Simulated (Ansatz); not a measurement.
**Input and output of a self-consistent single point for CdAu (Pm-3m, 2 atoms in the cell) (Ansatz, an electronic-structure program)**

Method: LDA (PW92), default PAW files made with PBE (plane waves; Ansatz).

Input as run:

Ansatz 0.2 input:
```yaml
crystal:
  lattice:
    - [3.350877, 0.000000, 0.000000]
    - [0.000000, 3.350877, 0.000000]
    - [0.000000, 0.000000, 3.350877]
  atoms:
    - { symbol: Cd, position: [0.000000, 0.000000, 0.000000] }
    - { symbol: Au, position: [0.500000, 0.500000, 0.500000] }
basis:
  ecutwfc: 30.9 Ry
kpoints:
  mp_grid: { grid: [10, 10, 10] }
hamiltonian:
  xc: lda
  pseudopotentials: { kind: paw }
scf:
  occupations: { method: fermi_dirac, width: 0.0073 Ry }
output:
  forces: true
  eigenvalues: true
  stress: true
```

Log, with long lists cut:

```
WARN ansatz: RAYON_NUM_THREADS=1 ignored (pool sized by the plan → 1); use --threads N
Pseudopotentials: kind: paw
Pseudopotential: Cd, paw, valence charge 20
Pseudopotential: Au, paw, valence charge 19
Crystal: 2 atoms, lattice volume = 37.625 Å³
Basis set: ecut = 420.4159175005146 eV, 739 PW (Γ)
Bands: 24, of which v1, the nominal top of the filled ones, is band 20 counted from 1 (19 counted from 0)
Symmetry: 48 space group operations
Space group: Pm-3m (ITA 221), of the structure as read, at distance tolerance 3.4e-5 Å
k-points: 56 of 1000
PAW frozen core: Cd, regenerated for the run's functional, and the local potential with it
PAW frozen core: Au, regenerated for the run's functional, and the local potential with it
Initial density: superposition of atomic densities (neutral atoms: chi_scale 0, normalization atom), corrected by the library's trained network
Initial wavefunctions: pseudopotential atomic-orbital guess
Eigensolver: davidson
Functional: x = slater, c = lda
SCF iter   1: F=—  HF=-20983.171353 eV  |F-HF|=—  |Δ(HF+E_count)|=         —  Δρ=8.92e-3  dr2=1.81e-2  ethr=1.77e-3  ⟨swp⟩=5.6  Hψ=5247  notcnv=0
all-band conjugate gradients solve this SCF's bands
preconditioner: auto → Kerker (q_TF=auto, 2.745 Å⁻¹)
SCF iter   2: F=—  HF=-20983.166822 eV  |F-HF|=—  |Δ(HF+E_count)|=   4.53e-3  Δρ=3.50e-3  dr2=2.23e-3  ethr=4.63e-5  ⟨swp⟩=2.2  Hψ=2385  notcnv=0
SCF iter   3: F=—  HF=-20983.166236 eV  |F-HF|=—  |Δ(HF+E_count)|=   5.87e-4  Δρ=1.02e-3  dr2=1.49e-4  ethr=5.71e-6  ⟨swp⟩=2.0  Hψ=1637  notcnv=0
SCF iter   4: F=—  HF=-20983.166223 eV  |F-HF|=—  |Δ(HF+E_count)|=   1.23e-5  Δρ=1.43e-4  dr2=9.29e-6  ethr=3.83e-7  ⟨swp⟩=2.8  Hψ=2233  notcnv=0
SCF iter   5: F=—  HF=-20983.166212 eV  |F-HF|=—  |Δ(HF+E_count)|=   1.16e-5  Δρ=4.64e-5  dr2=8.72e-7  ethr=2.38e-8  ⟨swp⟩=2.1  Hψ=1696  notcnv=0
SCF iter   6: F=-20983.166211 eV  HF=-20983.166212 eV  |F-HF|=4.02e-8  |Δ(HF+E_count)|=   2.46e-7  Δρ=1.33e-5  dr2=5.22e-8  ethr=2.56e-10  ⟨swp⟩=5.3  Hψ=5499  notcnv=0
SCF 1 converged in 6 iterations: F = -20983.166211 eV  dr2 = 5.22e-8
SCF converged after 6 iterations
Free energy (F): -20983.166211 eV
Harris-Foulkes:  -20983.166212 eV  (|F-HF|=4.02e-8)
Internal energy: -20983.149923 eV  (E = F + TS)
E sigma→0 (E₀):  -20983.158067 eV
Entropy (-TS):   -0.016288 eV (-8.144 meV/atom)
Fermi energy:    17.396988 eV
--- Per-component energies (eV) ---
  E_band       = -606.453269
  E_kinetic    = 1109.889844
  E_local      = -4554.462335  (includes V_loc(G=0)·N_el)
  E_nonlocal   = 120.699923
  E_hartree    = 2060.845556
  E_xc         = -402.679600
  E_vxc        = -496.982650  (∫ρ·V_xc dr)
  E_paw        = -13369.896325  (= ΣΔE_a)
  E_vpaw       = -907.304604  (= ΣTr[D̂ρ^β])
  E_aug_tail   = 0.001361  (compensation charges beyond the density's cutoff)
  E_ewald      = -5948.837634
  E_core_change = 1.289286  (= ΣΔE_core)
  E_smearing   = -0.016288  (= −TS)
  E_closure    = 0.000000  (closes the sum)
  Σ components = -20983.166211   (vs F -20983.166211, Δ=0.00e0)
--- Forces (eV/Å), atoms counted from 1 ---
  atom   1  Cd     0.00000000     0.00000000    -0.00000000
  atom   2  Au     0.00000000    -0.00000000     0.00000000
  max |Σ_I F_I| component: 7.18e-29 eV/Å
--- Stress (GPa, compression-positive) ---
       -7.139264       0.000000       0.000000
       -0.000000      -7.139264       0.000000
        0.000000       0.000000      -7.139264
  P = ⅓ Tr σ = -7.1393 GPa (-71.393 kbar)
  The stress holds the Pulay correction. Without it, at fixed plane waves, as pw.x and ABINIT print it: P = -7.1746 GPa
--- Band table (eV; the first three rows and the last of 56) ---
  k-point 0: bands = ["-88.4924", "-85.1035", "-46.2360", "-46.2360", "-46.2360", "-39.7963", "-39.7963", "-39.7963", "7.8775", "8.1102", "8.1102", "8.8147", "8.8147", "8.8147", "12.5981", "12.5981", "13.8660", "13.8660", "13.8660", "22.1399", [...]
  k-point 1: bands = ["-88.4924", "-85.1035", "-46.2367", "-46.2360", "-46.2360", "-39.7981", "-39.7963", "-39.7963", "8.0333", "8.1338", "8.1691", "8.8039", "8.8039", "8.8279", "12.5711", "12.6413", "13.7597", "13.7597", "13.8457", "20.8957", [...]
  k-point 2: bands = ["-88.4923", "-85.1034", "-46.2386", "-46.2358", "-46.2358", "-39.8026", "-39.7960", "-39.7960", "8.1972", "8.2698", "8.5479", "8.7761", "8.7761", "8.8628", "12.4987", "12.7518", "13.5017", "13.5017", "13.7921", "18.8458", [...]
  k-point 55: bands = ["-88.4915", "-85.1026", "-46.2422", "-46.2422", "-46.2422", "-39.8115", "-39.8115", "-39.8115", "8.3565", "8.3565", "8.3565", "9.2389", "9.2389", "11.8316", "11.8316", "11.8316", "14.2984", "14.2984", "19.1897", "19.4258", [...]
```

The run converged in 6 iterations.

The starting cell comes from a database of computed structures (which also holds hypothetical and non-ambient phases and stackings), without a prior relaxation at this level. Its lattice was rescaled by up to half a per cent. Spin-orbit coupling is off. With a pressure of about -7 GPa the cell is away from its equilibrium volume at this level. Ansatz's pressure includes its estimate of the finite-basis (Pulay) stress.
